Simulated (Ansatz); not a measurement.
Take Mo in the bcc (W type) structure (space group Im-3m, No. 229) as the base.

Space group Im-3m (No. 229); a = 3.130 Å, b = 3.130 Å, c = 3.130 Å, α = 90.00°, β = 90.00°, γ = 90.00°

```tsv
atom	site	symmetry	x	y	z
Mo	2a	m-3m	0.0000	0.0000	0.0000
```
(The calculation used a cell of 1 atom; values per cell refer to that cell.)

Level of theory: PBEsol (Ansatz, a program for electronic structure), without spin-orbit coupling, earlier PAW set.

One change was made to it. Results:

The band gap remains zero; the density drops by 2.647 g/cm³ (10.39 g/cm³ → 7.75 g/cm³); the shortest interatomic distance falls by 0.273 Å to 2.437 Å.

Q: Which of these changes matches the shifts?
A. Mo → Re
B. Mo → Cr
C. Mo → W

A: B, Mo → Cr. For comparison, the density in the other runs: Mo → W gives 19.45 g/cm³; Mo → Re gives 21.06 g/cm³.

Whether these cells are dynamically stable was not tested. For Re in this form, whether it has been made was not checked. Seeded moments were not kept for Mo → Cr. All final runs are without spin polarisation. Real Cr is antiferromagnetic at low temperature and ambient pressure, an order that this cell doesn't hold. This is not the structure that Re has at room temperature and ambient pressure.
